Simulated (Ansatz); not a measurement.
The starting structures come from a database of crystals and need not be the phases stable at ambient conditions.

Inside the gap of an insulator the Bloch states are evanescent, with a wavenumber k + iκ along the transport direction.

Given:

```
Al2Ca3N4
1.0
    5.49640     0.00000     0.00000
   -0.19690     6.70393     0.00000
    0.19690    -1.64405     6.49921
Ca Al N
6 4 8
Direct
  0.54514   0.97832   0.74642
  0.45486   0.02168   0.25358
  0.95486   0.74642   0.97832
  0.04514   0.25358   0.02168
  0.75000   0.39855   0.39855
  0.25000   0.60145   0.60145
  0.91225   0.82352   0.41422
  0.08775   0.17648   0.58578
  0.58775   0.41422   0.82352
  0.41225   0.58578   0.17648
  0.01995   0.94164   0.69628
  0.98005   0.05836   0.30372
  0.48005   0.69628   0.94164
  0.51995   0.30372   0.05836
  0.08227   0.59022   0.26354
  0.91773   0.40978   0.73646
  0.41773   0.26354   0.59022
  0.58227   0.73646   0.40978
```

Space group of this cell: C2/c. The cell is taken as given; by PBEsol its mean pressure is -1.3 GPa.

Transport runs along the normal of the first two printed cell vectors.

The gap is the functional's own, uncorrected, and κ follows it; spin-orbit coupling is left out. Mid-gap values are interpolated between the computed energies.

### Question
Estimate the band gap and the smallest decay constant κ at mid-gap that PBEsol in Ansatz (an electronic-structure program) returns for this system.

### Answer
Gap 2.44 eV on a 6×6×6 mesh; κ = 0.250 1/Å, at the zone centre.
